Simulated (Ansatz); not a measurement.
The reference is TiO2 in the rutile structure (space group P4_2/mnm, No. 136; a = 4.5973 Å, c = 2.9543 Å). Axes: x, y, z lie along a, b, c of the conventional cell.

The change: compressive biaxial strain of 1.97 % in the plane normal to [001], as in epitaxy on a mismatched substrate; the out-of-plane cell vector and the atoms relax.

Calculations: Kohn–Sham DFT with the r2SCAN functional, run in Ansatz (a quantum-chemistry and plane-wave program) with PAW and 500 eV plane waves, no spin-orbit coupling, earlier PAW set.

Base, band edges from the VBM (valence, conduction): A -0.70, 2.95; M -1.10, 2.26; R -1.08, 2.28; X -0.76, 2.91; Z -1.47, 3.31; Γ 0.00, 2.22 eV.

Give the band edges at the high-symmetry points of the new zone, measured from its valence-band maximum.


| point | valence edge (eV) | conduction edge (eV) |
|---|---|---|
| Γ | 0.00 | 2.24 |
| X | -0.81 | 2.96 |
| M | -1.09 | 2.31 |
| Z | -1.48 | 3.38 |
| R | -1.14 | 2.29 |
| A | -0.69 | 3.00 |

The gap is 2.24 eV, direct at Γ.

Stability against distortions was not tested. The final runs are not spin-polarised.
